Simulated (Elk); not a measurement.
## Elk run on TePd3 (I4/mmm, 4 atoms in the cell): self-consistent single point

Method of the run: LDA (PW92), all-electron FP-LAPW, Elk's shipped species files, APW+lo basis with extra local orbitals (Elk).

This input was run:

```
tasks
  0

xctype
  3

tforce
  .true.

rgkmax
  7.5

gmaxvr
  18.0

lmaxapw
  10

lmaxo
  8

nxlo
  2

lorbcnd
  .true.

lradstp
  2

nrmtscf
  2.0

rmtscf
  0.94

lmaxi
  4

stype
  0

swidth
  0.00734986

scale
  8.530785725

avec
   -0.4885652863    0.4885652863    0.7229162621
    0.4885652863   -0.4885652863    0.7229162621
    0.4885652863    0.4885652863   -0.7229162621

atoms
  2   : nspecies
  'Te.in'   : spfname
  1   : natoms; atposl, bfcmt below
  0.0000000000  0.0000000000  0.0000000000    0.0 0.0 0.0
  'Pd.in'   : spfname
  3   : natoms; atposl, bfcmt below
  0.7500000000  0.2500000000  0.5000000000    0.0 0.0 0.0
  0.2500000000  0.7500000000  0.5000000000    0.0 0.0 0.0
  0.5000000000  0.5000000000  0.0000000000    0.0 0.0 0.0

ngridk
  9 9 9
```

Log, with long lists cut:

```
│ Elk code version 10.2.4 │

All units are atomic (Hartree, Bohr, etc.)

│ Ground-state run starting from atomic densities │

Lattice vectors :
  -4.167845770       4.167845770       6.167043729
   4.167845770      -4.167845770       6.167043729
   4.167845770       4.167845770      -6.167043729

Unit cell volume      :    428.5093460
Brillouin zone volume :   0.5788676857

Muffin-tin inner radius fraction :   0.1000000000E-01

Nuclei treated as point charges

Species :    1 (Te)
 parameters loaded from : Te.in
 name : tellurium
 nuclear charge    :   -52.00000000
 electronic charge :    52.00000000
 atomic mass :    232600.5707
 muffin-tin radius :    2.444000000
 number of radial points in muffin-tin :   1199
 atomic positions (lattice), magnetic fields (Cartesian) :
   1 :   0.00000000  0.00000000  0.00000000    0.00000000  0.00000000  0.00000000

Species :    2 (Pd)
 parameters loaded from : Pd.in
 name : palladium
 nuclear charge    :   -46.00000000
 electronic charge :    46.00000000
 atomic mass :    193991.7925
 muffin-tin radius :    2.444000000
 number of radial points in muffin-tin :    999
 atomic positions (lattice), magnetic fields (Cartesian) :
   1 :  -0.25000000  0.25000000  0.50000000    0.00000000  0.00000000  0.00000000
   2 :   0.25000000 -0.25000000  0.50000000    0.00000000  0.00000000  0.00000000
   3 :   0.50000000  0.50000000  0.00000000    0.00000000  0.00000000  0.00000000

Total number of atoms per unit cell :    4

Spin treatment :
 spin-unpolarised

Number of Bravais lattice symmetries :   16
Number of crystal symmetries         :   16
Crystal has inversion symmetry
Real symmetric eigensolver will be used

k-point grid :      9     9     9
k-point offset :    0.000000000       0.000000000       0.000000000
k-point set is reduced with full crystal symmetry group
Total number of k-points :       75

Muffin-tin radius times maximum |G+k| :    7.500000000
 using average radius
   [... lines left out ...]
 potential will be trimmed for |G| > 2 gkmax
Constant for pseudocharge density :   11
Radial integration step length :    2

G-vector grid sizes :     49    49    49
Number of G-vectors :    42335

Maximum angular momentum used for
 APW functions                      :   10
 outer part of muffin-tin           :    8
 inner part of muffin-tin           :    4

Total nuclear charge    :   -190.0000000
Total core charge       :    120.0000000
Total valence charge    :    70.00000000
Total excess charge     :    0.000000000
Total electronic charge :    190.0000000

Effective Wigner radius, rₛ :   0.8135283578

Number of empty states         :   16
Total number of valence states :   51
Total number of core states    :  120

Conduction state local-orbitals added automatically
Total number of local-orbitals :  457

Exchange-correlation functional :      3     0     0
 Perdew-Wang/Ceperley-Alder, Phys. Rev. B 45, 13244 (1992)
 gradient requirement :    0
 local density approximation (LDA)

Smearing type :    0
 Gaussian
Smearing width :   0.7349860000E-02
Effective electronic temperature (K) :    2320.902224

Mixing type :    3
 Broyden mixing, J. Phys. A: Math. Gen. 17, L317 (1984)

Kohn-Sham potential initialised from atomic data
│ Self-consistent loop started │
│ Loop number : 1 │
 total energy                :     -21903.4524531
│ Loop number : 2 │
 total energy                :     -21904.7957242
RMS change in Kohn-Sham potential (target) :   0.1841103132     (  0.1000000000E-05)
Absolute change in total energy (target)   :    1.343271058     (  0.1000000000E-03)
│ Loop number : 3 │
 total energy                :     -21916.2660973
RMS change in Kohn-Sham potential (target) :   0.1051154823     (  0.1000000000E-05)
Absolute change in total energy (target)   :    11.80619095     (  0.1000000000E-03)
│ Loop number : 4 │
 total energy                :     -21918.2459977
RMS change in Kohn-Sham potential (target) :   0.8420107153E-01 (  0.1000000000E-05)
Absolute change in total energy (target)   :    4.931448141     (  0.1000000000E-03)
│ Loop number : 5 │
 total energy                :     -21918.4202895
RMS change in Kohn-Sham potential (target) :   0.7053157060E-01 (  0.1000000000E-05)
Absolute change in total energy (target)   :    1.407153820     (  0.1000000000E-03)
   [... lines left out ...]
Absolute change in total energy (target)   :   0.8630563978E-02 (  0.1000000000E-03)
│ Loop number : 14 │
 total energy                :     -21918.3313798
RMS change in Kohn-Sham potential (target) :   0.4366583047E-06 (  0.1000000000E-05)
Absolute change in total energy (target)   :   0.2242634608E-02 (  0.1000000000E-03)
│ Loop number : 15 │
 total energy                :     -21918.3314901
RMS change in Kohn-Sham potential (target) :   0.2509123696E-06 (  0.1000000000E-05)
Absolute change in total energy (target)   :   0.6709508925E-03 (  0.1000000000E-03)
│ Loop number : 16 │
 total energy                :     -21918.3315111
RMS change in Kohn-Sham potential (target) :   0.7249102190E-07 (  0.1000000000E-05)
Absolute change in total energy (target)   :   0.1887785438E-03 (  0.1000000000E-03)
│ Loop number : 17 │
 total energy                :     -21918.3315361
RMS change in Kohn-Sham potential (target) :   0.7057417973E-08 (  0.1000000000E-05)
Absolute change in total energy (target)   :   0.7212610581E-04 (  0.1000000000E-03)
Convergence targets achieved

│ Loop number : 18 │

Energies :
 Fermi                       :     0.387682758490
 sum of eigenvalues          :     -13144.4215121
 electron kinetic            :      22972.2135055
 core electron kinetic       :      22281.2605692
 Coulomb                     :     -44301.5733771
 Coulomb potential           :     -35335.6817043
 nuclear-nuclear             :     -2184.77327464
 electron-nuclear            :     -48897.9185005
 Hartree                     :      6781.11839807
 Madelung                    :     -26633.7325249
 xc potential                :     -780.953313250
 exchange                    :     -570.870777846
 correlation                 :     -18.1008875647
 total energy                :     -21918.3315369

Density of states at Fermi energy :    41.03398774
 (states/Hartree/unit cell)

Estimated indirect band gap :   0.2025217326E-02
 from k-point     23 to k-point     23
Estimated direct band gap   :   0.2025217326E-02
 at k-point     23

Charges :
 core                        :    120.0000000
 valence                     :    70.00000000
 interstitial                :    6.115447650
 muffin-tins (core leakage)
  species :    1 (Te)
   atom    1                 :    49.49073785     (  0.9743403189E-03)
  species :    2 (Pd)
   atom    1                 :    44.80922586     (  0.1786957426E-07)
   atom    2                 :    44.80922586     (  0.1786957426E-07)
   atom    3                 :    44.77536277     (  0.1789193860E-07)
 total in muffin-tins        :    183.8845523
 total calculated charge     :    189.9985720
 total charge                :    190.0000000
 error                       :   0.1428021501E-02

│ Self-consistent loop stopped │

Forces :
 species :    1 (Te)
  atom :    1
   Hellmann-Feynman          :     0.00000000    0.00000000    0.00000000
   IBS                       :     0.00000000    0.00000000   -0.00000000
   total force               :     0.00000000    0.00000000   -0.00000000
   total magnitude           :     0.00000000
 species :    2 (Pd)
  atom :    1
   Hellmann-Feynman          :     0.00000000   -0.00000000   -0.00000000
   IBS                       :    -0.00000000    0.00000000    0.00000000
   total force               :    -0.00000000    0.00000000   -0.00000000
   total magnitude           :     0.00000000
  atom :    2
   Hellmann-Feynman          :    -0.00000000    0.00000000    0.00000000
   IBS                       :     0.00000000   -0.00000000   -0.00000000
   total force               :     0.00000000   -0.00000000   -0.00000000
   total magnitude           :     0.00000000
  atom :    3
   Hellmann-Feynman          :     0.00000000    0.00000000    0.00000000
   IBS                       :     0.00000000    0.00000000   -0.00000000
   total force               :     0.00000000    0.00000000    0.00000000
   total magnitude           :     0.00000000
```

The run converged in 18 iterations. The count includes the last loop, which Elk runs after its targets are met.

The starting cell comes from a database of computed structures (which also holds hypothetical and non-ambient phases and stackings), without a prior relaxation at this level. Its lattice was rescaled by a random factor within 2.5 % of one. Spin-orbit coupling is off. Spin polarisation is off. Values depend on the basis (sphere radii, cutoffs, local orbitals), which need not be converged. The log's line on a gap gives a spacing of levels on this mesh, which the program prints for metals too.

Cost on one core of a shared machine: roughly 2 min.
